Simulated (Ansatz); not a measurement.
Take MgB2 (space group P6/mmm, No. 191; a = 3.0640 Å, c = 3.4977 Å; relaxed with 0.1 eV smearing) as the base. Axes: x lies along a and z along c of the hexagonal cell.

Computed with PBEsol/PAW in Ansatz (a first-principles code), scalar-relativistic without spin-orbit coupling.

Base values:

```
Quantity  Value
--------  -----
Band gap   zero
```

Modification: tensor shear ε_xz = +0.86 % (engineering shear γ = 0.0172), atoms relaxed at fixed cell.

Q: What happens to the stress?

A: The stress (xx, yy, zz, yz, xz, xy; compression positive) is (0.0, 0.0, 0.1, 0.0, -1.3, 0.0) GPa.

Q: What happens to the band gap?

A: The band gap remains zero.

The cells carry an imposed strain or load. Whether these cells are dynamically stable was not tested. All final runs are without spin polarisation.
